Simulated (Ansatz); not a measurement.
The parent structure is Hf in the hcp (Mg type) structure (space group P6_3/mmc, No. 194; a = 3.158 Å, c = 5.004 Å; relaxed with 0.1 eV smearing). Axes: x lies along a and z along c of the hexagonal cell.

The values are results of PBEsol (Ansatz, an electronic-structure program), no spin-orbit coupling, not measurements.

For the base:

* **Pressure**: 0.0 GPa
* **Shortest interatomic distance**: 3.096 Å

Perturbation: uniaxial strain ε_zz = −0.50 %, all other strain components held at zero, atoms relaxed at fixed cell.

Estimate the effect on the energy relative to the base.

The energy grows by 0.4 meV/atom.

What does the calculation give for the pressure after the change?

The pressure (mean of the normal stresses, compression positive) goes from zero to 0.6 GPa.

Estimate the effect on the shortest interatomic distance.

The shortest interatomic distance decreases by 0.010 Å, from 3.096 Å to 3.086 Å.

No phonon test of stability was made. All final runs are without spin polarisation.
